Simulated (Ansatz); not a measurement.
Consider BeS in the zinc blende structure (space group F-43m, No. 216; a = 4.869 Å). Axes: x, y, z lie along the cube axes.

Level of theory: r2SCAN (Ansatz, a program for electronic structure; PAW; 500 eV plane waves; scalar-relativistic without spin-orbit coupling).

It is then changed as follows: an isotropic linear strain of +0.50 %, atoms relaxed at fixed cell.

Task: Predict the stress tensor and what it implies for the stiffness.

Result: Stress of the strained cell less that of the base (GPa, compression positive):
```
  -1.42    0.00    0.00
   0.00   -1.42    0.00
   0.00    0.00   -1.42
```

Then B = −ΔP/(ΔV/V₀) with ΔV/V₀ = 0.0151 gives secant stiffness values (nonlinear terms included at this strain): B ≈ 94 GPa.

Stability against distortions was not tested.
